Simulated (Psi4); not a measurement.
Psi4 1.11, M06-L/def2-svp: Si(F)(OH)(nPr)2 (CCC[Si](O)(F)CCC), 24 atoms. The geometry is a generated start, not checked to be a minimum at this level.

* **task**: gradient
* **method**: m06-l
* **basis**: def2-svp
* **memory**: 7 GB
* **scf_type**: df (default)
* **guess**: auto, which took SAD (default)
* **diis_max_vecs**: 10 (default)
* **scf_initial_accelerator**: adiis (default)
* **e_convergence**: 1e-08 (default)
* **d_convergence**: 1e-08 (default)
* **basis functions (reference run)**: 205
* **grid points (reference run)**: 4281807

```xyz
24

C      4.0748     0.4782    -0.4625
C      2.7990     0.5863     0.3641
C      1.5745     0.1080    -0.4168
Si    -0.0329     0.2130     0.5859
O      0.0465    -0.5313     2.0288
F     -0.2377     1.7307     1.0882
C     -1.5470    -0.2945    -0.4406
C     -2.8640    -0.1449     0.3200
C     -4.0566    -0.5628    -0.5325
H      4.9324     0.8261     0.1101
H      4.2516    -0.5536    -0.7601
H      3.9968     1.0832    -1.3634
H      2.6471     1.6232     0.6663
H      2.9052    -0.0065     1.2747
H      1.7490    -0.9169    -0.7503
H      1.4866     0.7082    -1.3235
H      0.2081    -1.4655     2.1152
H     -1.6007     0.3093    -1.3474
H     -1.4520    -1.3302    -0.7737
H     -2.9827     0.8947     0.6302
H     -2.8340    -0.7531     1.2268
H     -3.9670    -1.6062    -0.8303
H     -4.9846    -0.4417     0.0228
H     -4.1124     0.0463    -1.4321
```
Charge 0, spin multiplicity 1.

Yardstick: the run with dft_radial_points = 200, dft_spherical_points = 974, dft_pruning_scheme = none (default), which is not proven converged either. Single runs; times are not shown.

Settings tried, all else as in the reference:
- dft_radial_points = 75 (default), dft_spherical_points = 302 (default), dft_pruning_scheme = robust
- dft_radial_points = 50, dft_spherical_points = 194
- dft_radial_points = 75 (default), dft_spherical_points = 302 (default)
- dft_radial_points = 150, dft_spherical_points = 770
- dft_radial_points = 75 (default), dft_spherical_points = 434
- dft_radial_points = 99, dft_spherical_points = 590, dft_pruning_scheme = treutler
- dft_radial_points = 99, dft_spherical_points = 590, dft_pruning_scheme = robust
- dft_radial_points = 35, dft_spherical_points = 110
- dft_radial_points = 99, dft_spherical_points = 590
- dft_radial_points = 25, dft_spherical_points = 50
- dft_radial_points = 75 (default), dft_spherical_points = 302 (default), dft_pruning_scheme = treutler

Sort the settings: which keep to the reference within 1.0 meV/atom in energy, 10 meV/Å in forces (largest component), and which don't?

Within it: dft_radial_points = 150, dft_spherical_points = 770. Outside: dft_radial_points = 99, dft_spherical_points = 590, dft_pruning_scheme = robust; dft_radial_points = 99, dft_spherical_points = 590; dft_radial_points = 75 (default), dft_spherical_points = 434; dft_radial_points = 75 (default), dft_spherical_points = 302 (default); dft_radial_points = 75 (default), dft_spherical_points = 302 (default), dft_pruning_scheme = robust; dft_radial_points = 99, dft_spherical_points = 590, dft_pruning_scheme = treutler; dft_radial_points = 50, dft_spherical_points = 194; dft_radial_points = 75 (default), dft_spherical_points = 302 (default), dft_pruning_scheme = treutler; dft_radial_points = 35, dft_spherical_points = 110; dft_radial_points = 25, dft_spherical_points = 50.

| setting | grid points | energy against the reference | difference in forces (largest component) |
|---|---|---|---|
| the reference | 4281807 | — | — |
| dft_radial_points = 150, dft_spherical_points = 770 | 2556501 | +0.0045 meV/atom | 2.4 meV/Å |
| dft_radial_points = 99, dft_spherical_points = 590, dft_pruning_scheme = robust | 901980 | +0.034 meV/atom | 18 meV/Å |
| dft_radial_points = 99, dft_spherical_points = 590 | 1297938 | +0.035 meV/atom | 18 meV/Å |
| dft_radial_points = 75 (default), dft_spherical_points = 434 | 727389 | +0.072 meV/atom | 44 meV/Å |
| dft_radial_points = 75 (default), dft_spherical_points = 302 (default) | 506640 | +0.16 meV/atom | 46 meV/Å |
| dft_radial_points = 75 (default), dft_spherical_points = 302 (default), dft_pruning_scheme = robust | 344998 | +0.17 meV/atom | 51 meV/Å |
| dft_radial_points = 99, dft_spherical_points = 590, dft_pruning_scheme = treutler | 666396 | +0.033 meV/atom | 110 meV/Å |
| dft_radial_points = 50, dft_spherical_points = 194 | 220649 | −2.2 meV/atom | 120 meV/Å |
| dft_radial_points = 75 (default), dft_spherical_points = 302 (default), dft_pruning_scheme = treutler | 275302 | +0.0088 meV/atom | 130 meV/Å |
| dft_radial_points = 35, dft_spherical_points = 110 | 87959 | −21 meV/atom | 480 meV/Å |
| dft_radial_points = 25, dft_spherical_points = 50 | 28598 | +35 meV/atom | 2000 meV/Å |

Total energies are compared; such shifts often cancel in part in energy differences. The gradients leave out the derivatives of the grid weights. The tolerance is a choice made for this comparison.
